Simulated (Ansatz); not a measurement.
The parent structure is BeTe in the zinc blende structure (space group F-43m, No. 216; a = 5.6568 Å). Axes: x, y, z lie along the cube axes.

All numbers come from Kohn–Sham DFT with the r2SCAN functional, run in Ansatz (an electronic-structure program) with PAW and 500 eV plane waves, no spin-orbit coupling.

Base values:

| Quantity | Result |
|---|---|
| Volume per atom | 22.63 Å³ |
| Electron mass | 2.1 mₑ along k, 0.25 mₑ across (at X) |
| Band gap | 2.37 eV |
| Pressure | 0.01 GPa |

One thing is altered: biaxial strain −0.50 %, plane normal [001], relaxed out of plane (Cartesian); in-plane vectors clamped, the third vector and the atoms free.

What does the calculation give for the volume per atom, electron mass, band gap and pressure after the change?

The volume per atom shrinks by 0.14 Å³, from 22.63 Å³ to 22.49 Å³; the electron mass becomes 2.0 mₑ along k, 0.25 mₑ across (at X) (base: 2.1 mₑ along k, 0.25 mₑ across (at X)); the band gap falls by 0.05 eV (2.37 eV → 2.32 eV); the pressure (mean of the normal stresses, compression positive) increases by 0.37 GPa (0.01 GPa → 0.38 GPa).

Spin-orbit coupling, missing from the scalar runs, can matter with Te. Masses are band curvatures over ±0.01 Å⁻¹ around the edge. Along k means along the line from Γ to the band edge. No phonon test of stability was made.
